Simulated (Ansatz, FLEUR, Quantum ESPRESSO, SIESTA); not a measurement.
Code comparison for Ti₂C (R-3m, 3 atoms in the cell)

Self-consistent single point.

```
Ti2C
1.0
    1.52098     0.87814     4.75215
   -1.52098     0.87814     4.75215
    0.00000    -1.75628     4.75215
Ti C
2 1
Direct
  0.24550   0.24550   0.24550
  0.75450   0.75450   0.75450
  0.50000   0.50000   0.50000
```

All programs got the same cell, k-point mesh and kind of occupations (in Ansatz's words: kpoints.mp_grid.grid = 13 13 13; scf.occupations.method = fermi_dirac; scf.occupations.width = 0.136 eV); potentials, basis and cutoffs are each program's usual ones.

```json
[
 {"code": "Ansatz", "model": "PBEsol, PAW files made with PBE", "pressure (GPa)": "2.91", "largest force (eV/Å)": "0.252", "k-points": "231", "cutoff": "420 eV"},
 {"code": "Quantum ESPRESSO", "model": "PBEsol, SSSP 1.1.2 efficiency (PBE) pseudopotentials", "pressure (GPa)": "3.20", "largest force (eV/Å)": "0.269", "k-points": "231", "cutoff": "50 Ry"},
 {"code": "FLEUR", "model": "PBEsol, all-electron FLAPW (FLEUR), scalar-relativistic valence", "pressure (GPa)": "–", "largest force (eV/Å)": "0.261", "k-points": "231", "cutoff": "Kmax 4.5 1/bohr"},
 {"code": "SIESTA", "model": "GGA PBEsol, numerical atomic orbitals TZP, PseudoDojo PBEsol standard norm-conserving potentials (rewritten from UPF to PSML)", "pressure (GPa)": "0.92", "largest force (eV/Å)": "0.258", "k-points": "1099", "cutoff": "grid 300 Ry"}
]
```

A dash marks a value that a program does not give, or that is left out as unsure.

The spread over the programs that give each value: pressure within 2.28 GPa; largest force within 0.017 eV/Å.

The starting cell comes from a database of computed structures (which also holds hypothetical and non-ambient phases and stackings), without a prior relaxation at this level. Its lattice was rescaled by a random factor within 2.5 % of one. On Ansatz's run: Spin polarisation is off. In the base run, with a pressure of about 3 GPa the cell is away from its equilibrium volume at this level.

**Question.** Why do the programs differ, and what cannot be compared?

**Answer.** Differences of this kind can come from the potentials, where these differ, and from what each basis and cutoff leave unconverged. The zero of total energies and Fermi levels follows the potentials and each program's conventions, so they are not compared here. SIESTA uses small atom-centred bases, whose incompleteness enters pressures, forces and empty levels differently from a plane-wave cutoff. FLEUR treats all electrons, but the usual bases taken here (sphere radii, linearisation, local orbitals, empty states) were not tested for convergence, so the values are no reference for the others. Ansatz's pressure is given at a fixed set of plane waves, as the other plane-wave codes print theirs; with its correction for the finite basis it is 3.03 GPa. The programs reduce the same mesh by symmetry to different extents, which changes the work and not the result. In the pressure, SIESTA (by 2.13) lies more than 1 GPa from the median of the plane-wave programs.

Left out of this page: ABINIT and GPAW (stopped by limits of time or memory).

Ansatz is a quantum-chemistry and plane-wave program.

Keys are those of Ansatz 0.2.
